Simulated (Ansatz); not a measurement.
ZnS (F-43m), PBEsol, rigid bands (Ansatz, a program for electronic structure): N_v = 7.97e19 cm⁻³ at 300 K and a hole conductivity mass of 0.740 mₑ.

### Question
For 1e17 holes per cm³ at 300 K, place the Fermi level, estimate the Seebeck coefficient of a parabolic band with constant τ, and give mobility and conductivity for τ = 20 fs.

### Answer
The level lies k_BT ln(N_v/p) = 0.173 eV above the valence-band maximum. S ≈ +(k_B/e)[ln(N_v/p) + 5/2] = 791 μV/K, against 790 μV/K from the full bands (mean over directions). μ = eτ/m = 47.5 cm²/(V·s) and σ = peμ = 0.762 S/cm. τ is assumed, not computed.

Band transport and this doping are assumed; polarons and phonon drag are left out. Spin-orbit coupling is left out; where it splits the top of the valence band, N_v and the p-type Seebeck coefficient come out somewhat high without it.
